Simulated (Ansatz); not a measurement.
Base system: GaN in the zinc blende structure (space group F-43m, No. 216; a = 4.549 Å).

All numbers come from Ansatz (a first-principles code) PBE, without spin-orbit coupling.

Strains are applied to the cell and any free atomic positions relax.

One change was made to it. Results:

```json
[
 {"quantity": "energy relative to the base (free energy F)", "base": "0 meV/atom", "after": "+5.9 meV/atom"},
 {"quantity": "pressure", "base": "0.00 GPa", "after": "5.55 GPa"},
 {"quantity": "mean gap deformation potential ΔEg/Δln V", "base": "–", "after": "-6.4 eV"}
]
```

What was done to the base?
(A) isotropic strain −1.00 %
(B) isotropic strain +3.00 %
(C) isotropic strain −2.00 %

A, isotropic strain −1.00 %. For comparison, the energy relative to the base in the other runs: isotropic strain −2.00 % gives +24 meV/atom; isotropic strain +3.00 % gives +46 meV/atom.

No phonon test of stability was made. This is not the structure that GaN has at room temperature and ambient pressure.
